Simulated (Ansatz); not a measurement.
Base system: HfO2 in the fluorite structure (space group Fm-3m, No. 225; a = 5.058 Å). Axes: x, y, z lie along the cube axes.

Calculations: DFT with r2SCAN, PAW potentials and a 500 eV plane-wave cutoff in Ansatz (an electronic-structure program), without spin-orbit coupling.

Modification: compressive biaxial strain of 0.55 % in the plane normal to [001], as in epitaxy on a mismatched substrate; the out-of-plane cell vector and the atoms relax.

**Question.** What happens to the energy relative to the base?

**Answer.** The energy increases by 1.4 meV/atom.

**Question.** Estimate the effect on the out-of-plane strain.

**Answer.** The out-of-plane strain comes out as +0.20 %.

Whether these cells are dynamically stable was not tested. This is not the structure that HfO2 has at room temperature and ambient pressure.
